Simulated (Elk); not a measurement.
Input and output of a self-consistent single point for V6FeNi (Pm-3, 8 atoms in the cell) (Elk).

Level of theory: PBEsol, all-electron FP-LAPW, Elk's shipped species files, default APW+lo basis run with Elk.

```xyz
8
Lattice="4.6297 0.0000 0.0000 0.0000 4.6297 0.0000 0.0000 0.0000 4.6297" Properties=species:S:1:pos:R:3 pbc="T T T"
V      0.0000     2.3149     3.4626
V      0.0000     2.3149     1.1671
V      3.4626     0.0000     2.3149
V      1.1671     0.0000     2.3149
V      2.3149     3.4626     0.0000
V      2.3149     1.1671     0.0000
Fe     2.3149     2.3149     2.3149
Ni     0.0000     0.0000     0.0000
```

Reference input (self-consistent single point, DFT, PBEsol, all-electron FP-LAPW, Elk's shipped species files, default APW+lo basis): xctype = 22; rgkmax = 7; stype = 3; swidth = 0.00367493 Ha; ngridk = 5 5 5; rmtscf = 0.85. This run's input differs from it in these lines:

```diff
@@ -44,3 +44,3 @@
 ngridk
-  5 5 5
+  7 7 7
```

The program printed (abridged):

```
│ Self-consistent loop started │
│ Loop number : 1 │
 total energy                :     -8469.86744945
│ Loop number : 2 │
 total energy                :     -8469.66584101
RMS change in Kohn-Sham potential (target) :   0.3102278132     (  0.1000000000E-05)
Absolute change in total energy (target)   :   0.2016084426     (  0.1000000000E-03)
│ Loop number : 3 │
 total energy                :     -8471.04874311
RMS change in Kohn-Sham potential (target) :   0.3239700282     (  0.1000000000E-05)
Absolute change in total energy (target)   :    1.332499993     (  0.1000000000E-03)
│ Loop number : 4 │
   [... lines left out ...]
Absolute change in total energy (target)   :   0.1551266232E-03 (  0.1000000000E-03)
│ Loop number : 19 │
 total energy                :     -8481.39313492
RMS change in Kohn-Sham potential (target) :   0.1488465541E-05 (  0.1000000000E-05)
Absolute change in total energy (target)   :   0.8902651825E-04 (  0.1000000000E-03)
│ Loop number : 20 │
 total energy                :     -8481.39308840
RMS change in Kohn-Sham potential (target) :   0.5285476208E-06 (  0.1000000000E-05)
Absolute change in total energy (target)   :   0.6877726264E-04 (  0.1000000000E-03)
Convergence targets achieved

│ Loop number : 21 │

Energies :
 Fermi                       :     0.395588525496
 total energy                :     -8481.39306542

Density of states at Fermi energy :    192.6164813
 (states/Hartree/unit cell)

Estimated indirect band gap :   0.9527517949E-03
 from k-point     16 to k-point     11
Estimated direct band gap   :   0.6123551386E-02
 at k-point     16

Charges :
 core                        :    82.00000000
 valence                     :    110.0000000
 interstitial                :    16.33046103
 muffin-tins (core leakage)
  species :    1 (V)
   atom    1                 :    20.82027388     (  0.8097700288E-08)
   atom    2                 :    20.82027388     (  0.8097700288E-08)
   atom    3                 :    20.82027388     (  0.8097700288E-08)
   [... lines left out ...]
  species :    2 (Fe)
   atom    1                 :    24.26523659     (  0.8018830044E-10)
  species :    3 (Ni)
   atom    1                 :    26.48265913     (  0.1869581317E-02)
 total in muffin-tins        :    175.6695390
 total calculated charge     :    192.0393707
 total charge                :    192.0000000
 error                       :   0.3937073776E-01

│ Self-consistent loop stopped │
```

The run converged in 21 iterations. The count includes the last loop, which Elk runs after its targets are met. Against the reference run the free energy drops by 1.3 meV/atom.

The starting cell comes from a database of computed structures (which also holds hypothetical and non-ambient phases and stackings), without a prior relaxation at this level. Spin polarisation is off. Values depend on the basis (sphere radii, cutoffs, local orbitals), which need not be converged. The log's line on a gap gives a spacing of levels on this mesh, which the program prints for metals too.
